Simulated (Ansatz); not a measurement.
**TiAl3: response to strain**

Take TiAl3 (space group I4/mmm, No. 139; a = 3.816 Å, c = 8.551 Å) as the base. Axes: x, y, z lie along a, b, c of the conventional cell.

Strains are applied to the cell and any free atomic positions relax; under biaxial strain the out-of-plane vector relaxes too.

Computed with PBEsol/PAW in Ansatz (an electronic-structure program), spin-orbit coupling left out.

Notes on the quantities. energy relative to the base: free energy F; pressure: mean of the normal stresses, compression positive.

```json
[
 {"change": "base", "energy relative to the base": "0 meV/atom", "pressure": "0.0 GPa", "volume per atom": "15.57 Å³"},
 {"change": "biaxial strain −4.93 %, plane normal [001], relaxed out of plane", "energy relative to the base": "(withheld)", "pressure": "(withheld)", "volume per atom": "(withheld)"},
 {"change": "biaxial strain +3.50 %, plane normal [001], relaxed out of plane", "energy relative to the base": "+29 meV/atom", "pressure": "-5.3 GPa", "volume per atom": "16.42 Å³"},
 {"change": "biaxial strain +4.61 %, plane normal [001], relaxed out of plane", "energy relative to the base": "+49 meV/atom", "pressure": "-6.6 GPa", "volume per atom": "16.69 Å³"},
 {"change": "isotropic strain −1.83 %", "energy relative to the base": "+17 meV/atom", "pressure": "6.9 GPa", "volume per atom": "14.73 Å³"},
 {"change": "isotropic strain +0.99 %", "energy relative to the base": "+4.6 meV/atom", "pressure": "-3.1 GPa", "volume per atom": "16.03 Å³"}
]
```

Q: Fill in the withheld entries from the trend.

A: 
- biaxial strain −4.93 %, plane normal [001], relaxed out of plane, energy relative to the base: +75 meV/atom
- biaxial strain −4.93 %, plane normal [001], relaxed out of plane, pressure: 11.5 GPa
- biaxial strain −4.93 %, plane normal [001], relaxed out of plane, volume per atom: 14.34 Å³

Without a gap, meshes like the base's 17×17×17 leave anisotropic stresses uncertain by several tenths of a GPa, and small strain energies with them. Whether these cells are dynamically stable was not tested. The final runs are not spin-polarised.
